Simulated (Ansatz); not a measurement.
## What Mo vacancy does to MoSi2

Take a 9-atom supercell of MoSi2 (space group I4/mmm, No. 139; a = 3.217 Å, c = 7.873 Å) at its relaxed geometry as the base.

One thing is altered: a neutral Mo vacancy, atoms relaxed at fixed cell, starting from a slightly rattled geometry.

Computed with PBE (Ansatz, a quantum-chemistry and plane-wave program), spin-orbit coupling left out, earlier PAW set. Γ-centred 9×9×9 mesh, Fermi–Dirac width 0.05 eV.

The pressure goes from zero to -1.5 GPa and the largest displacement of a host atom from its site in the perfect cell amounts to 0.45 Å. The mean distance from the defect site to its nearest host atoms falls by 0.17 Å, from 2.62 Å to 2.45 Å.

The cell is small, so the values are those of an ordered compound at a high defect concentration; dilute-limit values will differ. All final runs are without spin polarisation. The defect cell is not spin-polarised.
